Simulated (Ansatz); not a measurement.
A self-consistent single point of TiAlNi6 (P4mm, 8 atoms in the cell) with Ansatz (an electronic-structure program).

Method: PBEsol, default PAW files made with PBE (plane waves; Ansatz).

```yaml
crystal:
  lattice:
    - [3.57898, 0.00000, 0.00000]
    - [0.00000, 3.57898, 0.00000]
    - [0.00000, 0.00000, 7.05770]
  atoms:
    - { symbol: Ti, position: [0.00000, 0.00000, 0.50708] }
    - { symbol: Al, position: [0.00000, 0.00000, 0.00000] }
    - { symbol: Ni, position: [0.50000, 0.50000, 0.00000], spin: 2.0 }
    - { symbol: Ni, position: [0.50000, 0.50000, 0.50000], spin: 2.0 }
    - { symbol: Ni, position: [0.50000, 0.00000, 0.24692], spin: 2.0 }
    - { symbol: Ni, position: [0.50000, 0.00000, 0.75308], spin: 2.0 }
    - { symbol: Ni, position: [0.00000, 0.50000, 0.24692], spin: 2.0 }
    - { symbol: Ni, position: [0.00000, 0.50000, 0.75308], spin: 2.0 }
```
(The spins are starting values, not results.)

Reference input (self-consistent single point, DFT, PBEsol, plane waves, default PAW files made with PBE): basis.ecutwfc = 420 eV; kpoints.mp_grid.grid = 7 7 3; hamiltonian.xc = pbesol; hamiltonian.pseudopotentials = {kind: paw} (the program's default PAW files); magnetization.spin_polarized = true; scf.occupations.method = gaussian; scf.occupations.width = 0.1 eV. This run's input differs from it in these lines:

Ansatz 0.2 input:
```diff
@@ -19,3 +19,3 @@
   mp_grid:
-    grid: [7, 7, 3]
+    grid: [8, 8, 5]
 hamiltonian:
@@ -29,3 +29,3 @@
     method: gaussian
-    width: 0.1
+    width: 0.05
 output:
```

The program printed (abridged):

```
SCF iter   1: F=—  HF=-37831.191916 eV  |F-HF|=—  |Δ(HF+E_count)|=         —  Δρ=2.51e-1 (↑2.51e-1 ↓1.49e-1)  dr2=7.95e0  dr2_m=3.24e1  M=1.433 μB ∫|m|=2.430 μB  β_m=0.30  ethr=3.10e-3  ⟨swp⟩=5.5  Hψ=24575  notcnv=0  defer=59
Mixer restart at iter 1: flushing history
all-band conjugate gradients solve this SCF's bands
preconditioner: auto → Kerker (q_TF=auto, 2.872 Å⁻¹)
   [... lines left out ...]
SCF iter  18: F=—  HF=-37832.223011 eV  |F-HF|=—  |Δ(HF+E_count)|=   4.77e-9  Δρ=5.27e-6 (↑4.27e-6 ↓5.27e-6)  dr2=7.42e-8  dr2_m=4.35e-10  M=0.323 μB ∫|m|=0.474 μB  β_m=0.78  ethr=1.23e-11  ⟨swp⟩=7.8  Hψ=32947  notcnv=0
SCF iter  19: F=-37832.223011 eV  HF=-37832.223011 eV  |F-HF|=2.13e-8  |Δ(HF+E_count)|=   2.74e-9  Δρ=2.87e-6 (↑2.22e-6 ↓2.87e-6)  dr2=2.15e-8  dr2_m=1.18e-10  M=0.323 μB ∫|m|=0.474 μB  ethr=1.23e-11  ⟨swp⟩=3.0  Hψ=16147  notcnv=0
SCF 1 converged in 19 iterations: F = -37832.223011 eV  dr2 = 2.15e-8
Crystal: 8 atoms, lattice volume = 90.403 Å³
Starting moments: Σ|m| = 14 μB on 7 of 8 sites
SCF iter   1: F=—  HF=-37829.490387 eV  |F-HF|=—  |Δ(HF+E_count)|=         —  Δρ=1.87e-1 (↑1.36e-1 ↓1.87e-1)  dr2=5.98e0  dr2_m=2.12e1  M=2.218 μB ∫|m|=4.636 μB  β_m=0.30  ethr=3.10e-3  ⟨swp⟩=5.5  Hψ=24686  notcnv=0  defer=72
preconditioner: auto → Kerker (q_TF=auto, 2.872 Å⁻¹)
spin=Collinear: Kerker preconditioning applied to the charge; magnetization (m = ρ↑ − ρ↓) channel mixes plain (no charge-response kernel on spin).
   [... lines left out ...]
spin-set hold released at iteration 8 (site moments contracting)
iter 26 did not close the SCF: its close was put off for a magnetic moment that had not settled (scf_convergence_deferred on its scf_iter line)
iter 27 did not close the SCF: its close was put off for a magnetic moment that had not settled (scf_convergence_deferred on its scf_iter line)
iter 28 did not close the SCF: its close was put off for a magnetic moment that had not settled (scf_convergence_deferred on its scf_iter line)
WARN: the starting moments were not kept: the SCF closed with an absolute magnetisation of 4.7e-1 μB, where they sum to 12 μB in size (6 sites) …
Absolute magnetization: 0.4747 μB (∫|ρ↑−ρ↓|, with the PAW one-centre terms)
Free energy (F): -37832.223011 eV
Fermi energy:    16.931288 eV
   [... lines left out ...]
  atom   8  Ni    -0.00000000     0.00000000     0.02686044
--- Stress (GPa, compression-positive) ---
       -4.220066       0.000000       0.000000
        0.000000      -4.220066       0.000000
        0.000000       0.000000      -4.460715
  P = ⅓ Tr σ = -4.3003 GPa (-43.003 kbar)
  The stress holds the Pulay correction. Without it, at fixed plane waves, as pw.x and ABINIT print it: P = -4.3496 GPa
```

The run converged, with 48 iterations in all over 2 SCF loops. Against the reference run the free energy stays essentially unchanged (within 1 meV/atom), the pressure moves little (-4.25 to -4.30 GPa), the largest force stays at 0.513 eV/Å and the size of the net moment goes from 0.00 to 0.04 μB/atom. The full log also holds: “iter 26 did not close the SCF: its close was put off for a magnetic moment that had not settled (scf_convergence_deferred on its scf_iter line)”. The full log also holds: “iter 27 did not close the SCF: its close was put off for a magnetic moment that had not settled (scf_convergence_deferred on its scf_iter line)”.

The starting cell comes from a database of computed structures (which also holds hypothetical and non-ambient phases and stackings), without a prior relaxation at this level. Its lattice was rescaled by up to half a per cent. One atom was moved a little off its site on purpose. The moments shrank to a small part of their start, a low-spin state that need not be the lowest. The program warned that a starting moment was not kept. With a pressure of about -4 GPa the cell is away from its equilibrium volume at this level. Ansatz's pressure includes its estimate of the finite-basis (Pulay) stress.

Cost on one core of a shared machine: roughly 4 min.
